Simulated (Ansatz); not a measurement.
Reference: LiNbO₃ (R3c), PBEsol, rigid bands (plane waves, PAW, scalar-relativistic; Ansatz, an electronic-structure program); axes and stresses refer to this cell.

```
CELL_PARAMETERS angstrom
      2.56719     1.48217     4.60837
     -2.56719     1.48217     4.60837
      0.00000    -2.96434     4.60837
ATOMIC_POSITIONS crystal
  Li 0.28077 0.28077 0.28077
  Li 0.78077 0.78077 0.78077
  Nb 0.99840 0.99840 0.99840
  Nb 0.49840 0.49840 0.49840
  O  0.10932 0.35999 0.71862
  O  0.71862 0.10932 0.35999
  O  0.35999 0.71862 0.10932
  O  0.21862 0.85999 0.60932
  O  0.85999 0.60932 0.21862
  O  0.60932 0.21862 0.85999
```

- hole mass along x = 3.1 mₑ
- electron mass along z = 1.15 mₑ
- electron conductivity mass = 1.64 mₑ

Task: Change: functional r2SCAN on the same cell. What happens to hole mass along x, electron mass along z, electron conductivity mass?

Result: hole mass along x increases to 3.4 mₑ; electron mass along z increases to 1.21 mₑ; electron conductivity mass rises to 1.72 mₑ.

Masses are for dilute carriers at 300 K, harmonic means over directions unless an axis is named. Spin-orbit coupling is left out unless a row names it.
